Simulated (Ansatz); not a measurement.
Take WSe₂ (space group P6_3/mmc, No. 194; layered, stacked along the Cartesian z axis) as the base.

```
CELL_PARAMETERS angstrom
      3.23049     0.00000     0.00000
     -1.61525     2.79769     0.00000
      0.00000     0.00000    12.41108
ATOMIC_POSITIONS crystal
  W  0.66667 0.33333 0.75000
  W  0.33333 0.66667 0.25000
  Se 0.66667 0.33333 0.38545
  Se 0.33333 0.66667 0.88545
  Se 0.33333 0.66667 0.61455
  Se 0.66667 0.33333 0.11455
```

Cartesian axes are those of the cell as printed.

Computed with Ansatz (a program for electronic structure) PBEsol-D3(BJ), no spin-orbit coupling.

Before the change:

The band gap is 0.67 eV and the hole mass comes out as 1.5 mₑ along c, 0.60 mₑ across (at Γ).

One thing is altered: compressive biaxial strain of 0.60 % in the plane normal to [001], as in epitaxy on a mismatched substrate; the out-of-plane cell vector and the atoms relax.

**Question.** What happens to the band gap, hole mass and out-of-plane strain?

**Answer.** The band gap hardly moves (0.67 eV against 0.68 eV); the hole mass changes from 1.5 mₑ along c, 0.60 mₑ across (at Γ) to 1.4 mₑ out of plane, 0.64 mₑ in plane (at Γ); the out-of-plane strain comes out as +0.24 %.

With W present, leaving out spin-orbit coupling can change the band edges. Masses are band curvatures over ±0.01 Å⁻¹ around the edge. Stability against distortions was not tested.
